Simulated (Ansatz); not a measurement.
L1₀ (CuAu-type) PtMn was calculated with LDA (plane waves, PAW; Ansatz, a program for electronic structure).

Settings: plane-wave cutoff 500 eV, 18×18×16 k mesh (along the axes of the cell as run), Fermi–Dirac smearing 0.1 eV, spin-polarised start, scalar-relativistic PAW data made under PBE.

Computed at the level's own relaxed cell.

Predict the volume per atom, lattice parameter a and c axis length.


- volume per atom = 12.83 Å³/atom
- lattice parameter a = 2.639 Å
- c axis length = 3.685 Å

The run finds no gap.

Note: the magnetic order was assumed, not searched for or taken from measurement; the volume lies 12 % below that of the published cell.

Spin–orbit coupling is not included.

Computed values are for the static lattice.

Computing time: roughly 7 core-minutes.
